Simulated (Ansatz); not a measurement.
## Ansatz run on ZnCu2SnSe4 (I-4, 8 atoms in the cell): self-consistent single point

Level of theory: PBE (plane waves, PAW; Ansatz, a program for electronic structure).

Input as run:

Ansatz 0.2 input:
```yaml
# ZnCu2SnSe4
crystal:
  lattice:
    - [-2.90006300, 2.90006300, 5.76852900]
    - [2.90006300, -2.90006300, 5.76852900]
    - [2.90006300, 2.90006300, -5.76852900]
  atoms:
    - { symbol: Zn, position: [0.75000000, 0.25000000, 0.50000000] }
    - { symbol: Cu, position: [0.25000000, 0.75000000, 0.50000000] }
    - { symbol: Cu, position: [0.00000000, 0.00000000, 0.00000000] }
    - { symbol: Sn, position: [0.50000000, 0.50000000, 0.00000000] }
    - { symbol: Se, position: [0.62975000, 0.63653000, 0.52624000] }
    - { symbol: Se, position: [0.36347000, 0.88971000, 0.99322000] }
    - { symbol: Se, position: [0.11029000, 0.10351000, 0.47376000] }
    - { symbol: Se, position: [0.89649000, 0.37025000, 0.00678000] }
basis:
  ecutwfc: 420.0
kpoints:
  mp_grid: { grid: [4, 4, 4] }
hamiltonian:
  xc: pbe
  pseudopotentials: { kind: paw }
scf:
  occupations: { method: fermi_dirac, width: 0.1 }
output:
  forces: true
  eigenvalues: true
  stress: true
```

Output (repeated stretches shortened):

```
WARN ansatz: RAYON_NUM_THREADS=1 ignored (pool sized by the plan → 1); use --threads N
Pseudopotentials: kind: paw
Pseudopotential: Zn, paw, valence charge 12
Pseudopotential: Cu, paw, valence charge 19
Pseudopotential: Sn, paw, valence charge 14
Pseudopotential: Se, paw, valence charge 16
Crystal: 8 atoms, lattice volume = 194.062 Å³
Basis set: ecut = 420 eV, 3795 PW (Γ), exchange–correlation on 96×96×96 points (8 copies of the dense FFT grid, shifted against one another)
Bands: 77, of which v1, the nominal top of the filled ones, is band 64 counted from 1 (63 counted from 0)
Symmetry: 4 space group operations
Space group: I-4 (ITA 82), of the structure as read, at distance tolerance 5.8e-5 Å
k-points: 14 of 64 (time reversal used)
Initial density: superposition of atomic densities (neutral atoms: chi_scale 0, normalization atom), corrected by the library's trained network
Initial wavefunctions: pseudopotential atomic-orbital guess
Eigensolver: davidson
Functional: x = pbe(κ = 0.804, μ = 0.2195149727645171), c = pbe(β = 0.06672455060314922)
SCF iter   1: F=—  HF=-44473.041340 eV  |F-HF|=—  |Δ(HF+E_count)|=         —  Δρ=9.31e-4  dr2=1.37e-3  ethr=1.77e-3  ⟨swp⟩=6.0  Hψ=3957  notcnv=0  defer=8
all-band conjugate gradients solve this SCF's bands
preconditioner: auto → Kerker (q_TF=auto, 2.545 Å⁻¹)
SCF iter   2: F=—  HF=-44473.041969 eV  |F-HF|=—  |Δ(HF+E_count)|=   6.29e-4  Δρ=8.05e-4  dr2=7.66e-4  ethr=1.07e-6  ⟨swp⟩=3.0  Hψ=2299  notcnv=0  defer=12
SCF iter   3: F=—  HF=-44473.041950 eV  |F-HF|=—  |Δ(HF+E_count)|=   1.92e-5  Δρ=5.27e-4  dr2=5.35e-4  ethr=5.99e-7  ⟨swp⟩=2.0  Hψ=1907  notcnv=0  defer=12
SCF iter   4: F=—  HF=-44473.041951 eV  |F-HF|=—  |Δ(HF+E_count)|=   9.07e-7  Δρ=1.32e-4  dr2=5.26e-5  ethr=4.18e-7  ⟨swp⟩=2.0  Hψ=1307  notcnv=0  defer=12
SCF iter   5: F=—  HF=-44473.041945 eV  |F-HF|=—  |Δ(HF+E_count)|=   5.56e-6  Δρ=9.51e-5  dr2=2.28e-5  ethr=4.11e-8  ⟨swp⟩=2.0  Hψ=1401  notcnv=0  defer=12
SCF iter   6: F=—  HF=-44473.041948 eV  |F-HF|=—  |Δ(HF+E_count)|=   2.19e-6  Δρ=8.25e-5  dr2=1.14e-5  ethr=1.78e-8  ⟨swp⟩=2.0  Hψ=1893  notcnv=0  defer=12
SCF iter   7: F=—  HF=-44473.041949 eV  |F-HF|=—  |Δ(HF+E_count)|=   1.12e-6  Δρ=3.63e-5  dr2=4.22e-6  ethr=8.92e-9  ⟨swp⟩=2.0  Hψ=1918  notcnv=0  defer=12
SCF iter   8: F=—  HF=-44473.041949 eV  |F-HF|=—  |Δ(HF+E_count)|=   6.72e-7  Δρ=1.82e-5  dr2=9.27e-7  ethr=3.30e-9  ⟨swp⟩=2.0  Hψ=1389  notcnv=0  defer=12
SCF iter   9: F=—  HF=-44473.041950 eV  |F-HF|=—  |Δ(HF+E_count)|=   4.45e-7  Δρ=1.39e-5  dr2=4.31e-7  ethr=7.24e-10  ⟨swp⟩=2.0  Hψ=1403  notcnv=0  defer=12
SCF iter  10: F=-44473.041950 eV  HF=-44473.041950 eV  |F-HF|=8.29e-10  |Δ(HF+E_count)|=   2.90e-8  Δρ=3.02e-6  dr2=4.82e-8  ethr=7.81e-11  ⟨swp⟩=8.3  Hψ=5074  notcnv=0
SCF 1 converged in 10 iterations: F = -44473.041950 eV  dr2 = 4.82e-8
SCF converged after 10 iterations
Free energy (F): -44473.041950 eV
Harris-Foulkes:  -44473.041950 eV  (|F-HF|=8.29e-10)
Internal energy: -44473.014952 eV  (E = F + TS)
E sigma→0 (E₀):  -44473.028451 eV
Entropy (-TS):   -0.026998 eV (-3.375 meV/atom)
Fermi energy:    8.039384 eV
--- Per-component energies (eV) ---
  E_band       = -2691.759592
  E_kinetic    = 1388.308530
  E_local      = -24581.717915  (includes V_loc(G=0)·N_el)
  E_nonlocal   = -1001.425045
  E_hartree    = 11541.015689
  E_xc         = -1110.318502
  E_vxc        = -764.835219  (∫ρ·V_xc dr)
  E_paw        = -16954.135267  (= ΣΔE_a)
  E_vpaw       = -814.123458  (= ΣTr[D̂ρ^β])
  E_aug_tail   = -0.002120  (compensation charges beyond the density's cutoff)
  E_ewald      = -13754.740322
  E_smearing   = -0.026998  (= −TS)
  E_closure    = -0.000000  (closes the sum)
  Σ components = -44473.041950   (vs F -44473.041950, Δ=0.00e0)
--- Forces (eV/Å), atoms counted from 1 ---
  atom   1  Zn    -0.00000000     0.00000000     0.00000000
  atom   2  Cu     0.00000000    -0.00000000    -0.00000000
  atom   3  Cu     0.00000000    -0.00000000     0.00000000
  atom   4  Sn     0.00000000    -0.00000000    -0.00000000
  atom   5  Se     0.10484772     0.00238142    -0.02751245
  atom   6  Se     0.00238142    -0.10484772     0.02751245
  atom   7  Se    -0.10484772    -0.00238142    -0.02751245
  atom   8  Se    -0.00238142     0.10484772     0.02751245
  max |Σ_I F_I| component: 6.07e-17 eV/Å
--- Stress (GPa, compression-positive) ---
       -0.666720       0.000000      -0.000000
       -0.000000      -0.666720       0.000000
       -0.000000       0.000000      -0.546564
  P = ⅓ Tr σ = -0.6267 GPa (-6.267 kbar)
  The stress holds the Pulay correction. Without it, at fixed plane waves, as pw.x and ABINIT print it: P = -0.6673 GPa
--- Band table (eV; the first three rows and the last of 14) ---
  k-point 0: bands = ["-103.6943", "-103.6680", "-61.1466", "-61.0794", "-61.0794", "-61.0650", "-61.0650", "-61.0395", "-39.9544", "-39.9544", "-39.9542", "-39.9542", "-39.9290", "-39.9290", "-39.9289", "-39.9289", "-39.9075", "-39.9075", [...]
  k-point 1: bands = ["-103.6943", "-103.6680", "-61.1466", "-61.0794", "-61.0794", "-61.0650", "-61.0650", "-61.0395", "-39.9544", "-39.9543", "-39.9543", "-39.9542", "-39.9290", "-39.9290", "-39.9289", "-39.9289", "-39.9075", "-39.9075", [...]
  k-point 2: bands = ["-103.6943", "-103.6680", "-61.1466", "-61.0794", "-61.0794", "-61.0650", "-61.0650", "-61.0395", "-39.9543", "-39.9543", "-39.9543", "-39.9543", "-39.9290", "-39.9289", "-39.9289", "-39.9289", "-39.9075", "-39.9075", [...]
  k-point 13: bands = ["-103.6943", "-103.6680", "-61.1466", "-61.0794", "-61.0794", "-61.0650", "-61.0650", "-61.0395", "-39.9545", "-39.9543", "-39.9542", "-39.9542", "-39.9290", "-39.9290", "-39.9289", "-39.9289", "-39.9075", "-39.9075", [...]
```

The run converged in 10 iterations.

The starting cell comes from a database of computed structures (which also holds hypothetical and non-ambient phases and stackings), without a prior relaxation at this level. Its lattice was rescaled by up to half a per cent. Spin polarisation is off. Ansatz's pressure includes its estimate of the finite-basis (Pulay) stress. The run gives no clean gap (levels at the Fermi energy touch, overlap or are partly filled at this smearing), which alone does not show that the compound is a metal.
